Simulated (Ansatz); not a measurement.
A periodic model of amorphous Zr20O42Si:

```xyz
63
Lattice="9.4815 0.0044 0.2330 0.0044 9.2144 -0.0611 0.2330 -0.0611 9.3413" Properties=species:S:1:pos:R:3 pbc="T T T"
Zr     4.2600     3.1571     4.4716
Zr     6.4937     8.8115     7.0750
Zr     6.3924     5.6789     0.5619
Zr     6.7163     5.1030     5.9360
Zr     9.5728     1.0978     7.3665
Zr     2.8408     5.9997     4.7236
Zr     8.6456     0.1972     1.8549
Zr     2.8809     8.5144     2.3240
Zr     9.1362     5.7547     3.0854
Zr     0.5229     4.1741     5.9519
Zr     3.1924     0.9977     8.9164
Zr     7.4094     1.9693     4.7205
Zr     3.6373     0.1507     5.7853
Zr     0.0685     3.1872     0.4224
Zr     4.0675     3.9508     7.6801
Zr     3.1202     4.7358     1.6967
Zr     2.4309     6.9093     8.1054
Zr     6.1736     7.7409     3.7914
Zr     5.4435     2.1135     1.3324
Zr     1.3791     2.2488     3.3647
O      0.5103     6.7875     8.5552
O      2.3462     2.9933     9.2174
O      7.5509     0.0719     3.6409
O      0.7354     5.9439     4.5966
O      3.6710     2.3223     6.3615
O      8.3331     3.9118     4.9303
O      5.8559     2.3149     3.3280
O      4.7952     2.3008     8.7891
O      4.6023     9.0385     7.7058
O      9.4653     3.1351     7.9239
O      7.2859     6.0168     3.9719
O      6.0451     3.1916     5.6113
O      7.2719     7.2647     8.6220
O      2.2819     6.5165     2.5337
O      7.5772     1.2999     6.7317
O      8.8965     7.4093     2.1135
O      2.8581     7.4616     6.1966
O      5.7902     7.0773     1.8938
O      5.1781     4.2216     1.1952
O      4.4148     4.9536     5.8473
O      8.8079     8.3636     6.9935
O      1.0085     4.1989     2.0525
O      6.0004     4.8483     7.9464
O      0.3869     1.9245     5.2207
O      4.1747     5.0210     3.4522
O      8.5209     5.6200     6.9436
O      3.2456     2.8340     2.4661
O      2.4388     8.3300     0.2648
O      4.0397     7.8373     4.0102
O      8.9524     2.1914     2.6063
O      8.1119     4.7395     1.1200
O      4.1066     0.5908     1.3731
O      5.6503     0.3211     5.3324
O      2.9372     1.0145     4.1141
O      3.5692     5.5620     9.1300
O      2.0367     0.4426     7.2578
O      7.0375     1.0565     0.8487
O      2.1135     5.0533     6.9835
O      0.3651     1.0757     9.2596
O      1.1605     0.3280     2.4546
O      2.1258     3.8104     4.6317
O      6.2377     7.1689     5.9150
Si     8.7022     6.9746     7.8467
```

Calculation: PBE, scalar-relativistic without spin-orbit coupling (plane waves to 420 eV, PAW; Ansatz, a quantum-chemistry and plane-wave program).

Preparation: random packing, a CHGNet melt and quench, and a DFT relaxation. O atoms were pushed apart under 1.9 Å during the dynamics, to hinder bonds among them. The hot cell started wider than the set density and was brought back towards it in steps. It is the lowest in DFT energy of 2 quenches. It is a model cell: composition and starting density were chosen by hand, and all elements were melted together. No dispersion term was used. Its density started from a set value of 5.14 and ended at 5.14 g/cm³. The simulated quench (nominally 300 K/ps over its main leg) is rapid and tends to freeze in more defects than a deposited or slowly cooled glass has. A cell of this size samples the disorder only roughly. The volume was held where the preparation left it and the shape relaxed, at a PBE pressure of -0.2 GPa (tension). Stress components on the final sampling reach 0.7 GPa. Cycles of charging lowered its energy after that relaxation.

Bonds are counted up to Zr-Zr 3.41 Å, Zr-O 2.78 Å, Zr-Si 2.93 Å, O-O 1.58 Å, O-Si 2.12 Å, Si-Si 2.60 Å. Two cations that share two anions don't count as bonded, nor two that share one unless they lie closer than Zr-Zr 3.32 Å, Zr-Si 2.85 Å, Si-Si 2.38 Å.

Give the coordination numbers, mean bond lengths and angles.


| Item | Value |
|---|---|
| Mean coordination of Zr by anions | 6.55 (2 with 5, 8 with 6, 7 with 7, 3 with 8) |
| Mean coordination of O | 3.21 (4 with 2, 25 with 3, 13 with 4) |
| Mean coordination of Si by anions | 4.00 (1 with 4) |
| Mean Zr-O bond | 2.180 Å (spread 0.156 Å, 131 counted) |
| Mean O-Si bond | 1.633 Å (spread 0.016 Å, 4 counted) |
| Bond angle at Zr | mean 101.6°, spread 29.0° |
| Bond angle at O | mean 113.1°, spread 17.4° |
| Bond angle at Si | mean 109.5°, spread 5.7° |

List the pairs of like atoms that count as bonded by the rules above.

There are none by these rules.
